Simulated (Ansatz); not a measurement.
Defect migration in ferroelectric LiNbO3: O vacancy, charge state +2. Calculation: PBE, PAW (plane waves to 420 eV; Ansatz, a first-principles code).

Settings: 120 host sites, the relaxed PBE lattice, the Γ point alone, smearing 0.01 eV, spin-restricted, no image-charge correction. Energies are static. The charge state is imposed; whether it is stable for some Fermi level was not computed. Forms of the defect that were not tried may lie lower.

Barriers: single points on a 2×2×2 k-point mesh shifted by half a step along c at the bands' geometries.

The step: a nearby O atom hops onto the vacant site; the atom moves 2.81 Å along (-0.24, 0.38, 0.00) of the unit cell; the moving atom starts with neighbours Li at 2.16, Li at 2.25; Nb at 1.88, Nb at 2.18 Å and ends with Li at 2.05; Nb at 1.88, Nb at 2.18 Å.

**Question.** Predict the migration barrier of this step from PBE, PAW.

**Answer.** 0.74 eV, the same both ways. At the saddle the moving atom has neighbours Li at 2.19; Nb at 1.80 Å. The check of the saddle point's order was inconclusive.
